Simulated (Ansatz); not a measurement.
The reference is BN in the zinc blende structure (space group F-43m, No. 216).

```
BN
1.0
    0.00000     1.80284     1.80284
    1.80284     0.00000     1.80284
    1.80284     1.80284     0.00000
B N
1 1
Direct
  0.00000   0.00000   0.00000
  0.25000   0.25000   0.25000
```

Cartesian axes are those of the cell as printed.

Computed with PBEsol, PAW, 420 eV (Ansatz, an electronic-structure program; scalar-relativistic without spin-orbit coupling).

For the base:

```
Property                             Value
---------------------  -------------------
Valence-band top at Γ  0.00, 0.00, 0.00 eV
```

The change: biaxial strain +1.25 %, plane normal [111], relaxed out of plane (Cartesian); in-plane vectors clamped, the third vector and the atoms free.

Q: What does the calculation give for the in-plane stress after the change?

A: The mean in-plane stress (compression positive) amounts to -12.5 GPa.

Q: What does the calculation give for the ratio −ε⊥/ε∥ after the change?

A: The ratio −ε⊥/ε∥ is 0.16.

Q: What happens to the valence-band top at Γ?

A: The valence-band top at Γ (three highest levels, from the VBM) becomes 0.00, -0.07, -0.07 eV (base: 0.00, 0.00, 0.00 eV).

Q: What does the calculation give for the energy relative to the base after the change?

A: The energy grows by 5.9 meV/atom.

The levels and masses belong to the bands next to the band gap. Whether these cells are dynamically stable was not tested.
